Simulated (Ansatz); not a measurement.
Given:

```xyz
2
Lattice="2.9473 0.0000 0.0000 0.0000 2.9473 0.0000 0.0000 0.0000 3.0061" Properties=species:S:1:pos:R:3 pbc="T T T"
Al     1.4736     1.4736     1.5030
Ru     0.0000     0.0000     0.0000
```

No spin polarisation.

The values are results of PBEsol (Ansatz, a program for electronic structure; PAW; 420 eV plane waves; no spin-orbit coupling), not measurements. k-mesh 19×19×19 (Γ-centred); smearing 0.1 eV (Fermi–Dirac).

Problem. Predict the in-plane stress and band gap.

Solution. The mean in-plane stress (compression positive) is +3.6 GPa and the band gap is zero.

The cells carry an imposed strain or load. Stability against distortions was not tested. All final runs are without spin polarisation. The cell was made from AlRu in the CsCl type structure (space group Pm-3m, No. 221) by this change: biaxial strain −1.00 %, plane normal [001], relaxed out of plane.
